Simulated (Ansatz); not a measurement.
Ansatz (a program for electronic structure) run on a (100) slab of LaOF (cut from a parent of space group no. 129; 12 atoms in the cell): self-consistent single point.

Method: LDA (PW92), default PAW files made with PBE (plane waves; Ansatz).

```
CELL_PARAMETERS angstrom
      4.08959     0.00000     0.00000
      0.00000     5.84299     0.00000
      0.00000     0.00000    20.13429
ATOMIC_POSITIONS crystal
  La 0.00000 0.71571 0.34767
  La 0.50000 0.28429 0.44922
  O  0.00000 0.50000 0.44922
  O  0.50000 0.50000 0.34767
  F  0.50000 0.00000 0.34767
  F  0.00000 0.00000 0.44922
  La 0.00000 0.71571 0.55078
  La 0.50000 0.28429 0.65233
  O  0.00000 0.50000 0.65233
  O  0.50000 0.50000 0.55078
  F  0.50000 0.00000 0.55078
  F  0.00000 0.00000 0.65233
```

Reference input (self-consistent single point, DFT, LDA (PW92), plane waves, default PAW files made with PBE): basis.ecutwfc = 30.9 Ry; kpoints.mp_grid.grid = 5 3 1; hamiltonian.xc = lda; hamiltonian.pseudopotentials = {kind: paw} (the program's default PAW files); scf.occupations.method = fermi_dirac; scf.occupations.width = 0.0037 Ry. This run's input differs from it in these lines:

Ansatz 0.2 input:
```diff
@@ -21,3 +21,3 @@
 kpoints:
-  mp_grid: { grid: [5, 3, 1] }
+  mp_grid: { grid: [10, 7, 1] }
 hamiltonian:
```

Output (repeated stretches shortened):

```
SCF iter   1: F=—  HF=-29722.443604 eV  |F-HF|=—  |Δ(HF+E_count)|=         —  Δρ=1.06e-2  dr2=4.77e-1  ethr=1.77e-3  ⟨swp⟩=9.8  Hψ=7124  notcnv=0
all-band conjugate gradients solve this SCF's bands
preconditioner: auto → Resta (q_TF=auto, 2.086 Å⁻¹)
SCF iter   2: F=—  HF=-29722.374990 eV  |F-HF|=—  |Δ(HF+E_count)|=   6.86e-2  Δρ=6.29e-3  dr2=1.42e-1  ethr=4.97e-4  ⟨swp⟩=4.5  Hψ=3331  notcnv=0  defer=85
   [... lines left out ...]
SCF iter   6: F=—  HF=-29722.343711 eV  |F-HF|=—  |Δ(HF+E_count)|=   1.19e-4  Δρ=6.16e-5  dr2=1.70e-5  ethr=9.53e-8  ⟨swp⟩=2.7  Hψ=2448  notcnv=0  defer=85
SCF iter   7: F=—  HF=-29722.343715 eV  |F-HF|=—  |Δ(HF+E_count)|=   3.56e-6  Δρ=2.21e-5  dr2=2.27e-6  ethr=1.77e-8  ⟨swp⟩=2.0  Hψ=1635  notcnv=0  defer=85
SCF iter   8: F=—  HF=-29722.343716 eV  |F-HF|=—  |Δ(HF+E_count)|=   1.18e-6  Δρ=8.88e-6  dr2=2.83e-7  ethr=2.37e-9  ⟨swp⟩=2.1  Hψ=2341  notcnv=0  defer=85
SCF iter   9: F=-29722.343716 eV  HF=-29722.343716 eV  |F-HF|=6.94e-9  |Δ(HF+E_count)|=   4.31e-9  Δρ=3.16e-6  dr2=3.13e-8  ethr=1.04e-10  ⟨swp⟩=16.9  Hψ=8044  notcnv=0
SCF 1 converged in 9 iterations: F = -29722.343716 eV  dr2 = 3.13e-8
Free energy (F): -29722.343716 eV
Internal energy: -29722.343716 eV  (E = F + TS)
E sigma→0 (E₀):  -29722.343716 eV
Fermi energy:    2.072997 eV
--- Forces (eV/Å), atoms counted from 1 ---
  atom   1  La    -0.00000000    -0.94331850     2.12147067
  atom   2  La     0.00000000     0.15364586    -0.92111831
  atom   3  O     -0.00000000     0.42727433    -0.47208757
  atom   4  O      0.00000000     1.31524835     0.13376371
  atom   5  F     -0.00000000    -0.74416147     0.21248457
  atom   6  F      0.00000000    -0.20827792    -0.19999000
  atom   7  La    -0.00000000    -0.15364586     0.92111831
  atom   8  La     0.00000000     0.94331850    -2.12147067
  atom   9  O     -0.00000000    -1.31524835    -0.13376371
   [... lines left out ...]
  atom  12  F      0.00000000     0.74416147    -0.21248457
--- Stress (GPa, compression-positive) ---
       -6.821213       0.000000       0.000000
        0.000000      -4.289291       0.506658
        0.000000       0.506658      -3.969082
  P = ⅓ Tr σ = -5.0265 GPa (-50.265 kbar)
  The stress holds the Pulay correction. Without it, at fixed plane waves, as pw.x and ABINIT print it: P = -5.2978 GPa
```

The run converged in 9 iterations. Against the reference run the free energy is nearly the same (within 1 meV/atom), the largest force stays at 2.322 eV/Å and the gap on the mesh goes from 3.246 to 3.230 eV.

The starting cell comes from a database of computed structures (which also holds hypothetical and non-ambient phases and stackings), without a prior relaxation at this level. The slab is cut from that crystal, and its faces are unrelaxed. Its lattice was rescaled by up to half a per cent. Spin polarisation is off, though cut faces can carry moments; a gap of a slab can lie between surface states. Forces in this geometry exceed 1 eV/Å.

Cost on one core of a shared machine: roughly 40 s.
